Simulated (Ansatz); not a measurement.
Results of PBEsol (plane waves, PAW; Ansatz, a quantum-chemistry and plane-wave program) for NbHO₃ (model structure, Pmm2, No. 25, 5 atoms in the cell).

The input as run:

Ansatz 0.2 input:
```yaml
crystal:
  lattice:
    - [4.050139592, 0.0, 0.0]
    - [0.0, 3.79507146, 0.0]
    - [0.0, 0.0, 4.0141392479]
  atoms:
    - { symbol: Nb, position: [0.5, 0.5, 0.5636763582] }
    - { symbol: O, position: [0.0, 0.5, 0.4585129989] }
    - { symbol: O, position: [0.5, 0.0, 0.5005216065] }
    - { symbol: O, position: [0.5, 0.5, 0.0056172644] }
    - { symbol: H, position: [0.0, 0.5, 0.215126772] }
basis:
  ecutwfc: 520
  ecutrho_ratio: 4
  xc_grid: 2
kpoints:
  mp_grid: { grid: [10, 10, 10] }
hamiltonian:
  xc: pbesol
  dispersion: none
  pseudopotentials: { kind: paw }
scf:
  occupations: { method: fermi_dirac, width: 0.01 }
output:
  forces: true
  stress: true
  eigenvalues: true
relax:
  f_tol: 0.004
  escape_saddle: false
  max_steps: 80
  cell: { stress_tol: 0.02, fix: [volume] }
```

Excerpt of the program's output:

```
Relaxation: its limit of steps is 80 (relax.max_steps)
Crystal: 5 atoms, lattice volume = 61.700 Å³
Basis set: ecut = 520 eV, 1655 PW (Γ), exchange–correlation on 64×60×60 points (8 copies of the dense FFT grid, shifted against one another)
Bands: 21, of which v1, the nominal top of the filled ones, is band 16 counted from 1 (15 counted from 0)
Symmetry: 4 space group operations
Space group: Pmm2 (ITA 25), of the structure as read, at distance tolerance 4.0e-5 Å
k-points: 216 of 1000 (time reversal used)
Functional: x = pbesol(κ = 0.804, μ = 0.12345679012345678), c = pbesol(β = 0.046)
SCF iter   1: F=—  HF=-6196.555909 eV  |F-HF|=—  |Δ(HF+E_count)|=         —  Δρ=1.38e-2  dr2=9.11e-2
SCF iter   2: F=—  HF=-6196.538504 eV  |F-HF|=—  |Δ(HF+E_count)|=   1.74e-2  Δρ=5.23e-3  dr2=1.63e-2
  ...
SCF 1 converged in 9 iterations: F = -6196.535213 eV  dr2 = 1.84e-8
Crystal: 5 atoms, lattice volume = 61.700 Å³
Basis set: ecut = 520 eV, 1663 PW (Γ), exchange–correlation on 64×60×60 points (8 copies of the dense FFT grid, shifted against one another)
Initial density: handed on by an earlier stage of this run
  ...
Crystal: 5 atoms, lattice volume = 61.700 Å³
SCF 3 converged in 4 iterations: F = -6196.540037 eV  dr2 = 4.46e-7
Crystal: 5 atoms, lattice volume = 61.700 Å³
SCF 4 converged in 4 iterations: F = -6196.540153 eV  dr2 = 1.10e-7
Crystal: 5 atoms, lattice volume = 61.700 Å³
SCF 5 converged in 5 iterations: F = -6196.540254 eV  dr2 = 3.67e-8
Crystal: 5 atoms, lattice volume = 61.700 Å³
SCF 6 converged in 5 iterations: F = -6196.540260 eV  dr2 = 4.71e-9
Crystal: 5 atoms, lattice volume = 61.700 Å³
SCF iter   6: F=—  HF=-6196.540262 eV  |F-HF|=—  |Δ(HF+E_count)|=   2.81e-9  Δρ=2.33e-7  dr2=2.83e-11
SCF iter   7: F=-6196.540262 eV  HF=-6196.540262 eV  |F-HF|=1.82e-11  |Δ(HF+E_count)|=  1.64e-11  Δρ=9.18e-8  dr2=1.25e-12
SCF 7 converged in 7 iterations: F = -6196.540262 eV  dr2 = 1.25e-12
SCF converged after 7 iterations
Free energy (F): -6196.540262 eV
Internal energy: -6196.540262 eV  (E = F + TS)
E sigma→0 (E₀):  -6196.540262 eV
Fermi energy:    5.988624 eV
--- Forces (eV/Å), atoms counted from 1 ---
  atom   1  Nb     0.00000000    -0.00000000     0.00044770
  atom   2  O      0.00000000    -0.00000000    -0.00016457
  atom   3  O      0.00000000    -0.00000000     0.00076029
  atom   4  O      0.00000000    -0.00000000    -0.00053591
  atom   5  H      0.00000000    -0.00000000    -0.00050679
--- Stress (GPa, compression-positive) ---
        2.485947      -0.000000       0.000000
       -0.000000       2.486629       0.000000
        0.000000       0.000000       2.482273
  P = ⅓ Tr σ = 2.4849 GPa (24.849 kbar)
```

The cell is one volume of an energy–volume scan, off the minimum.

The PAW data were made under PBE.

Note: the relaxation could raise the start's symmetry but not lower it, so the cell can be a saddle point.

It cost around 2.2 core-minutes (rough) of CPU time.

A model structure was made by putting elements into a prototype or built by hand; it is no filed structure, need not be a known phase, and can be a saddle point held by its symmetry.
